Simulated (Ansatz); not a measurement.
```xyz
8
Lattice="3.7392 0.0000 0.0000 -1.8696 3.0607 0.0000 0.0000 0.0000 15.0389" Properties=species:S:1:pos:R:3 pbc="T T T"
Ga     0.0000     2.0840    10.0642
Ga     1.8696     0.9767     2.5447
Ga     1.8696     0.9767     4.9748
Ga     0.0000     2.0840    12.4942
S      0.0000     1.9617     1.5003
S      1.8696     1.0990     9.0197
S      1.8696     1.0990    13.5386
S      0.0000     1.9617     6.0192
```

A single point on GaS with a change (uniaxial strain ε_xx = +5.80 %), its geometry relaxed with PBEsol-D3(BJ).

Calculations: PBEsol, PAW, 420 eV (Ansatz, a quantum-chemistry and plane-wave program; noncollinear with spin-orbit coupling). k-mesh 11×11×3 (Γ-centred); smearing 0.05 eV (Fermi–Dirac).

Predict the band gap, width of the top valence band, valence-band top at Γ and electron mass.

The band gap is 0.90 eV, the width of the top valence band comes out as 2.11 eV and the valence-band top at Γ (three highest Kramers pairs, from the VBM) is 0.00, -1.59, -1.59 eV. The electron mass is 0.21 mₑ along x, 2.3 mₑ along y, 0.52 mₑ along z (at Y).

Single points use the geometry relaxed with PBEsol-D3(BJ). Masses are band curvatures over ±0.01 Å⁻¹ around the edge. No phonon test of stability was made. The cell was made from GaS in the beta-GaS type structure (space group P6_3/mmc, No. 194; layered, stacked along the Cartesian z axis) by this change: uniaxial strain ε_xx = +5.80 %.
